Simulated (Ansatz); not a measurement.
Start from HfRuP (space group P-62m, No. 189; a cell from a computed database, its experimental status unchecked).

```
CELL_PARAMETERS angstrom
      6.36833     0.00000     0.00000
     -3.18416     5.51513     0.00000
      0.00000     0.00000     3.75300
ATOMIC_POSITIONS crystal
  Hf 0.00000 0.58393 0.50000
  Hf 0.58393 0.00000 0.50000
  Hf 0.41607 0.41607 0.50000
  P  0.66667 0.33333 0.00000
  P  0.33333 0.66667 0.00000
  P  0.00000 0.00000 0.50000
  Ru 0.24563 0.00000 0.00000
  Ru 0.75437 0.75437 0.00000
  Ru 0.00000 0.24563 0.00000
```

Method: DFT with PBEsol, PAW potentials and a 420 eV plane-wave cutoff in Ansatz (a quantum-chemistry and plane-wave program), spin-orbit coupling left out.

One change was made to it. Results:

```csv
quantity,base,after
lattice parameter a,12.034 bohr,12.311 bohr
c/a ratio,0.589,0.594
```

Question: Which of these changes matches the shifts?
A) P → As
B) Hf → Zr
C) Ru → Os

Answer: A, P → As. For comparison, the lattice parameter a in the other runs: Ru → Os gives 12.018 bohr; Hf → Zr gives 12.107 bohr.

Stability against distortions was not tested. For HfRuAs, HfOsP and ZrRuP in this form, whether it has been made was not checked. All final runs are without spin polarisation. An odd electron count without spin: HfRuAs, HfRuP, HfOsP and ZrRuP.
